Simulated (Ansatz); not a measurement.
System: Si (I4₁/amd, No. 141, 2 atoms in the cell; start mp-92; high-pressure phase). Method: LDA (Ansatz, a program for electronic structure, PAW).

Numerical settings: plane-wave cutoff 520 eV, 24×24×24 k mesh, Fermi–Dirac smearing 0.05 eV, scalar-relativistic PAW data made under PBE.

Cell (relaxed at this level):

```cif
data_Si2
_chemical_formula_sum 'Si2'
_space_group_name_H-M_alt 'P 1'
_space_group_IT_number 1
_cell_length_a 3.61228
_cell_length_b 3.61228
_cell_length_c 3.61228
_cell_angle_alpha 97.511
_cell_angle_beta 97.511
_cell_angle_gamma 137.609
loop_
_space_group_symop_operation_xyz
  'x, y, z'
loop_
_atom_site_label
_atom_site_type_symbol
_atom_site_fract_x
_atom_site_fract_y
_atom_site_fract_z
_atom_site_occupancy
Si1 Si 0.25000 0.75000 0.50000 1
Si2 Si 0.50000 0.50000 0.00000 1
```

Task: Give the computed bulk modulus.

Result: 
- bulk modulus = 116 GPa

The run finds no gap.

Note: the bulk modulus is −V dP/dV from two relaxed cells at ±2 % in volume; the relaxation could not lower the start's symmetry, so the cell can be a saddle point above a distorted one.

It cost around 5 core-minutes (rough) of CPU time.

A start named mp-… is a Materials Project structure, which need not be a measured phase.
